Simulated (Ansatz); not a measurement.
For BeS (model structure, started from the BeO type, P4₂/mnm, No. 136, 8 atoms in the cell), PBE-D3(BJ) (Ansatz, a first-principles code, plane waves, PAW) gives:

```
Property                   Result
-------------------  ------------
lattice constant a        5.839 Å
lattice parameter c       3.431 Å
cohesive energy      4.70 eV/atom
```

Question: What does r²SCAN in Ansatz (PAW) give for the same quantities?

Answer: 
- lattice constant a: 5.908 Å (increases by 1.2 %)
- lattice parameter c: 3.460 Å (increases by 0.8 %)
- cohesive energy: 4.54 eV/atom (decreases by 0.16 eV/atom)

Changes are worked out from the printed values.

Unless a cell is named, each level is at its own relaxed cell (PBE-D3(BJ) 14.62, r²SCAN 15.09 Å³/atom).

Ansatz's density-functional and Hartree–Fock values are scalar-relativistic unless marked +SOC, with PAW data made under PBE.

A model structure was made by putting elements into a prototype or built by hand; it is no filed structure, need not be a known phase, and can be a saddle point held by its symmetry.
